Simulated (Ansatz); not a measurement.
Base system: WS₂ in the 2H-MoS2 type structure (space group P6_3/mmc, No. 194; a = 3.115 Å, c = 11.773 Å; layered, stacked along the Cartesian z axis). Axes: x lies along a and z along c of the hexagonal cell.

One thing is altered: uniaxial stress, 8 GPa tension along x; all other stress components relax to zero.

Levels (all Ansatz, an electronic-structure program, PAW, earlier PAW set): PBEsol-D3(BJ) (420 eV, spin-orbit coupling left out); r2SCAN (500 eV, without spin-orbit coupling).

The geometry is relaxed with PBEsol-D3(BJ).

| Property | Value |
|---|---|
| PBEsol-D3(BJ) band gap | 0.66 eV |
| PBEsol-D3(BJ) smallest direct gap | 1.72 eV |
| PBEsol-D3(BJ) width of the top valence band | 2.06 eV |

With r2SCAN at the same geometry, the band gap increases by 0.145 eV to 0.81 eV; the smallest direct gap increases by 0.14 eV to 1.86 eV; the width of the top valence band rises by 0.09 eV, from 2.06 eV to 2.15 eV.

Single points use the geometry relaxed with PBEsol-D3(BJ). With W present, leaving out spin-orbit coupling can change the band edges. Load acts through the strain it causes; cell and atoms are relaxed under it. Beyond what the load breaks, stability against distortions was not tested.
